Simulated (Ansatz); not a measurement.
Data:

```
CdTe
1.0
    0.00000     3.30503     3.30503
    3.30503     0.00000     3.30503
    3.30503     3.30503     0.00000
Cd Te
1 1
Cartesian
  0.00000   0.00000   0.00000
  1.65252   1.65252   1.65252
```

All values below come from PBEsol with spin-orbit coupling, rigid bands (plane waves, PAW; Ansatz, a first-principles code). Condition of this run: hydrostatic pressure -2 GPa (the target of the relaxation). How the cell was made: cell and atoms relaxed with PBEsol, then loaded as said.

Question: Predict the hole conductivity mass (n e² τ/σ) at 300 K, by direction if it differs.

Answer: 0.61 mₑ.

Question: And the band gap?

Answer: 0.22 eV at this level; semilocal functionals usually fall short of the measured gap.

Rigid bands, one relaxation time for all states, no polarons.
